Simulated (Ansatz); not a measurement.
A periodic model of amorphous silicon carbide (Si₂₄C₄₀):

```yaml
crystal:
  lattice:
    - [8.91487, 0.00000, 0.00000]
    - [0.00000, 8.91487, 0.00000]
    - [0.00000, 0.00000, 8.91487]
  atoms:
    - { symbol: Si, position: [0.76279, 0.27451, 0.71203] }
    - { symbol: Si, position: [0.89615, 0.62626, 0.20378] }
    - { symbol: Si, position: [0.22163, 0.52043, 0.80067] }
    - { symbol: Si, position: [0.97360, 0.50996, 0.87752] }
    - { symbol: Si, position: [0.53162, 0.22052, 0.42210] }
    - { symbol: Si, position: [0.29781, 0.63158, 0.35101] }
    - { symbol: Si, position: [0.27695, 0.26004, 0.01619] }
    - { symbol: Si, position: [0.43695, 0.91427, 0.33234] }
    - { symbol: Si, position: [0.17130, 0.87767, 0.87422] }
    - { symbol: Si, position: [0.84908, 0.48366, 0.49214] }
    - { symbol: Si, position: [0.71798, 0.98938, 0.87803] }
    - { symbol: Si, position: [0.10233, 0.29203, 0.54303] }
    - { symbol: Si, position: [0.05166, 0.39262, 0.20502] }
    - { symbol: Si, position: [0.64343, 0.70793, 0.16798] }
    - { symbol: Si, position: [0.45295, 0.82571, 0.84934] }
    - { symbol: Si, position: [0.60359, 0.71693, 0.55783] }
    - { symbol: Si, position: [0.40413, 0.29080, 0.70275] }
    - { symbol: Si, position: [0.28668, 0.11728, 0.49192] }
    - { symbol: Si, position: [0.66332, 0.41432, 0.29427] }
    - { symbol: Si, position: [0.79765, 0.28908, 0.09582] }
    - { symbol: Si, position: [0.07328, 0.09338, 0.79264] }
    - { symbol: Si, position: [0.27958, 0.75317, 0.58894] }
    - { symbol: Si, position: [0.81625, 0.93514, 0.41628] }
    - { symbol: Si, position: [0.56127, 0.46094, 0.95847] }
    - { symbol: C, position: [0.89863, 0.26662, 0.50454] }
    - { symbol: C, position: [0.09860, 0.85215, 0.27765] }
    - { symbol: C, position: [0.07085, 0.19029, 0.98636] }
    - { symbol: C, position: [0.52566, 0.52323, 0.16275] }
    - { symbol: C, position: [0.42847, 0.60256, 0.52300] }
    - { symbol: C, position: [0.87238, 0.05862, 0.74020] }
    - { symbol: C, position: [0.70493, 0.61210, 0.72696] }
    - { symbol: C, position: [0.96770, 0.77747, 0.35357] }
    - { symbol: C, position: [0.81495, 0.49212, 0.70342] }
    - { symbol: C, position: [0.66700, 0.14855, 0.01537] }
    - { symbol: C, position: [0.50827, 0.89786, 0.65025] }
    - { symbol: C, position: [0.53591, 0.10648, 0.10569] }
    - { symbol: C, position: [0.58394, 0.18594, 0.63293] }
    - { symbol: C, position: [0.21964, 0.18838, 0.68034] }
    - { symbol: C, position: [0.62318, 0.01832, 0.67695] }
    - { symbol: C, position: [0.26004, 0.39643, 0.17327] }
    - { symbol: C, position: [0.03621, 0.09218, 0.12608] }
    - { symbol: C, position: [0.35942, 0.46587, 0.57871] }
    - { symbol: C, position: [0.97773, 0.67830, 0.01939] }
    - { symbol: C, position: [0.98709, 0.64453, 0.45393] }
    - { symbol: C, position: [0.19438, 0.47587, 0.56954] }
    - { symbol: C, position: [0.63146, 0.81691, 0.35563] }
    - { symbol: C, position: [0.65713, 0.63898, 0.87432] }
    - { symbol: C, position: [0.27776, 0.71875, 0.79232] }
    - { symbol: C, position: [0.03839, 0.82069, 0.01727] }
    - { symbol: C, position: [0.34371, 0.96391, 0.95362] }
    - { symbol: C, position: [0.37221, 0.39454, 0.88198] }
    - { symbol: C, position: [0.37888, 0.92792, 0.53817] }
    - { symbol: C, position: [0.39183, 0.08682, 0.02606] }
    - { symbol: C, position: [0.52188, 0.08676, 0.25937] }
    - { symbol: C, position: [0.63422, 0.78787, 0.95267] }
    - { symbol: C, position: [0.14170, 0.61400, 0.49307] }
    - { symbol: C, position: [0.98400, 0.18570, 0.25127] }
    - { symbol: C, position: [0.78390, 0.98143, 0.62638] }
    - { symbol: C, position: [0.98319, 0.34113, 0.00758] }
    - { symbol: C, position: [0.04842, 0.93535, 0.14018] }
    - { symbol: C, position: [0.36400, 0.50322, 0.20844] }
    - { symbol: C, position: [0.89702, 0.14813, 0.37916] }
    - { symbol: C, position: [0.25428, 0.81925, 0.28304] }
    - { symbol: C, position: [0.67731, 0.29370, 0.91779] }
```

Calculation: PBE, scalar-relativistic without spin-orbit coupling (plane waves to 420 eV, PAW; Ansatz, an electronic-structure program). Neutral PBE cell, which sets geometry, pressure and energy: sampling: a 2×2×2 Γ-centred mesh; Fermi-Dirac width 0.05 eV; no spin polarisation.

Preparation: random packing, a CHGNet melt and quench, and a DFT relaxation. It is the lowest in DFT energy of 2 quenches. It is a model cell: composition and starting density were chosen by hand, and all elements were melted together. No dispersion term was used. A short ab initio anneal came between quench and relaxation. Its density started from a set value of 2.76 and ended at 2.71 g/cm³. The simulated quench (nominally 860 K/ps over its main leg) is rapid and tends to freeze in more defects than a deposited or slowly cooled glass has. A cell of this size samples the disorder only roughly. The volume was free in the relaxation, at fixed shape.

### Question
Give the pressure, the energy against reference phases and the spacing of the highest filled and lowest empty levels.

### Answer

The pressure on a 2×2×2 Γ-centred mesh is 0.08 GPa and the largest force and stress component on that mesh (the relaxation ran on one k-point at (1/4, 1/4, 1/4)) is 0.25 eV/Å and 1.9 GPa. The energy relative to 6H silicon carbide + graphite (lowest mix at this level among the phases computed, not always the ambient ones) is 0.755 eV/atom and the gap on a 2×2×2 Γ-centred mesh (PBE) is within the smearing (under twice its width).

### Question
At PBE and the zone centre, how localised are the states just below and above the Fermi level (participation number: the atoms over which a state spreads)?

### Answer
The highest filled state is spread over 28.8 atoms' worth, largest on C44, with weights by element (charge in smoothed Voronoi cells) C 0.74, Si 0.26. The lowest empty state is spread over 26.7 atoms' worth, largest on C58, with weights by element (charge in smoothed Voronoi cells) C 0.65, Si 0.35.

The levels at the Fermi energy are partly filled. A closed spacing in one fast-quenched cell at PBE doesn't show the material to be a metal.

Cut-offs for bonds: Si-Si 2.66 Å, Si-C 2.22 Å, C-C 1.76 Å.

A PBE run started with 1 μB on atoms that lack a bond or may hold spare charge kept moments, at no lower energy.
